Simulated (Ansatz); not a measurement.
An Ansatz (an electronic-structure program) run: hypothetical anti-CdI2 type Rb2O with a change (pressure 2.1 GPa); DFT with PBE-D3(BJ), PAW potentials and a 420 eV plane-wave cutoff in Ansatz, no spin-orbit coupling.

Input:

Ansatz 0.2 input:
```yaml
crystal:
  lattice:
    - [4.1588547916, 0, 0]
    - [-2.0794273958, 3.6016739002, 0]
    - [0, 0, 5.4540258428]
  atoms:
    - { symbol: O, position: [0, 0, 0] }
    - { symbol: Rb, position: [0.6666666667, 0.3333333333, 0.2365854625] }
    - { symbol: Rb, position: [0.3333333333, 0.6666666667, 0.7634145375] }
basis: { ecutwfc: 420, ecutrho_ratio: 4, xc_grid: 2, fft_grid_basis: typed }
kpoints: { mp_grid: { grid: [9, 9, 6] } }
hamiltonian:
  xc: pbe
  dispersion: d3bj
  pseudopotentials: { kind: paw }
scf: { occupations: { method: fermi_dirac, width: 0.05 } }
relax: { f_tol: 0.01, max_steps: 60, cell: { stress_tol: 0.02, p_target: 2.1 } }
output: { forces: true, stress: true }
checkpoint: { write: state.ck, write_every: 1000 }
```

Output (explanatory and most iteration lines left out):

```
Relaxation: its limit of steps is 60 (relax.max_steps)
Pseudopotential: O, paw, valence charge 6
Pseudopotential: Rb, paw, valence charge 9
Crystal: 3 atoms, lattice volume = 81.695 Å³
Basis set: ecut = 420 eV, 1573 PW (Γ), exchange–correlation on 60×60×80 points (8 copies of the dense FFT grid, shifted against one another)
Bands: 16, of which v1, the nominal top of the filled ones, is band 12 counted from 1 (11 counted from 0)
Symmetry: 12 space group operations
Space group: P-3m1 (ITA 164), of the structure as read, at distance tolerance 4.3e-5 Å
k-points: 62 of 486
Functional: x = pbe(κ = 0.804, μ = 0.2195149727645171), c = pbe(β = 0.06672455060314922)
SCF iter   1: F=—  HF=-7102.821003 eV  |F-HF|=—  |Δ(HF+E_count)|=         —  Δρ=2.18e-3  dr2=4.72e-3  ethr=1.77e-3  ⟨swp⟩=6.6  Hψ=5942  notcnv=0
SCF iter   2: F=—  HF=-7102.820918 eV  |F-HF|=—  |Δ(HF+E_count)|=   8.48e-5  Δρ=1.44e-3  dr2=1.03e-3  ethr=1.97e-5  ⟨swp⟩=2.0  Hψ=2165  notcnv=0
SCF 1 converged in 8 iterations: F = -7102.820831 eV  dr2 = 1.08e-8
relax step   1: F+E_penalty+E_count = -7102.82083051 eV  Δ(F+E_penalty+E_count) = +0.000e0 eV  max|allowed force component| = 9.588e-5 eV/Å  Δτ_max = 0.0000 Å  P = +0.894 GPa  Ω = 81.695 Å³  (8 SCF iters, dr2 threshold 1.00e-7 eV, accepted)
[... steps on the carried basis left out ...]
relax step  11: F+E_penalty+E_count = -7102.77472359 eV  Δ(F+E_penalty+E_count) = +2.521e-4 eV  max|allowed force component| = 1.761e-3 eV/Å  Δτ_max = 0.0000 Å  P = +2.083 GPa  Ω = 76.557 Å³  stress off target by 1.73e-2 GPa  SCF on the basis re-selected at this cell (its energy is not comparable with the rows above)  (7 SCF iters)
SCF converged after 7 iterations
Free energy (F): -7102.774724 eV
Internal energy: -7102.774723 eV  (E = F + TS)
E sigma→0 (E₀):  -7102.774723 eV
Entropy (-TS):   -0.000000 eV (-0.000 meV/atom)
Fermi energy:    6.786969 eV
  E_disp       = -0.614756  (pairwise vdW)
--- Forces (eV/Å), atoms counted from 1 ---
  atom   1  O      0.00000000     0.00000000     0.00000000
  atom   2  Rb     0.00000000    -0.00000000    -0.00176062
  atom   3  Rb     0.00000000     0.00000000     0.00176062
--- Stress (GPa, compression-positive) ---
        2.083200       0.000000      -0.000000
        0.000000       2.083200      -0.000000
       -0.000000      -0.000000       2.082671
  P = ⅓ Tr σ = 2.0830 GPa (20.830 kbar)
--- Relaxed structure (9 steps of the walk, 8 accepted, 2 SCFs on fresh bases) ---
  cell:  # Å, volume = 76.5568 Å³
    - [4.122229118562495, 0.0, 0.0]
    - [-2.0611145592812474, 3.569955136895055, -1.7051993256781484e-33]
    - [0.0, -2.5821885731764882e-33, 5.202224122278099]
  atoms:
    - { symbol: O, position: [-1.6407567878218425e-34, -3.2380987556190973e-34, 0.0] }
    - { symbol: Rb, position: [0.6666666666666666, 0.3333333333333333, 0.2452771000604085] }
    - { symbol: Rb, position: [0.3333333333333333, 0.6666666666666666, 0.7547228999395914] }
```

Load acts through the strain it causes; cell and atoms are relaxed under it. Whether these cells are dynamically stable was not tested. The cell was made from Rb₂O in the anti-CdI2 type structure (space group P-3m1, No. 164; a hypothetical phase, not in the database extracts checked) by this change: pressure 2.1 GPa.
